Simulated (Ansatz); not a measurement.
Consider a 16-atom cell of (Mo,Ru) started in the body-centred cubic structure, site fractions Mo 0.125, Ru 0.875, short-range order 0.00 among the nearest mixed sites of the first mixed sublattice (0 is random, a negative value favours unlike neighbours), space group Cm at the end, its cell sheared by up to 3° against the end member's. Its start:

```
CELL_PARAMETERS angstrom
      1.52119    -4.68910    -4.59297
      4.55476     1.59658     4.55620
     -4.59181    -4.68963     1.52210
ATOMIC_POSITIONS crystal
  Ru 0.87582 0.24745 0.87012
  Mo 0.93334 0.08475 0.43080
  Ru 0.41621 0.09169 0.91491
  Ru 0.51804 0.00351 0.49280
  Ru 0.75262 0.49109 0.73084
  Mo 0.82037 0.42082 0.31841
  Ru 0.33720 0.41169 0.83386
  Ru 0.37670 0.24397 0.37111
  Ru 0.63565 0.75418 0.61775
  Ru 0.66549 0.60719 0.16546
  Ru 0.99091 0.00734 0.01402
  Ru 0.18122 0.59340 0.68871
  Ru 0.23412 0.48783 0.25611
  Ru 0.56303 0.90936 0.07030
  Ru 0.08514 0.89250 0.58537
  Ru 0.11413 0.75324 0.13941
```

Computed with PBE (plane waves to 420 eV, PAW; Ansatz, an electronic-structure program). Spin–orbit coupling is left out; the runs are not spin-polarised. Its k-point mesh 5×6×5, Fermi–Dirac width 0.05 eV.

**Question.** Predict the alloy's volume and bond lengths.

**Answer.** 
```
Item                                                                                                                                                                                                                                  Value
---------------------------------------------------------  --------------------------------------------------------------------------------------------------------------------------------------------------------------------------------
volume per atom                                                                                                                                                                                                                    14.24 Å³
Ru–Ru bonds (within 1.22 times the sum of covalent radii)                                                                                                                                      2.728 Å on average, from 2.495 to 3.001 (73)
Mo–Ru bonds (within 1.22 times the sum of covalent radii)                                                                                                                                      2.736 Å on average, from 2.502 to 2.939 (22)
Mo–Mo bonds (within 1.22 times the sum of covalent radii)                                                                                                                                       3.260 Å on average, from 2.819 to 3.701 (2)
check of the structure type                                not passed: over a tenth of the atoms count other neighbours than the ideal type within 1.2 times their shortest bond (scaled by covalent radii), so no mixing enthalpy is given
```
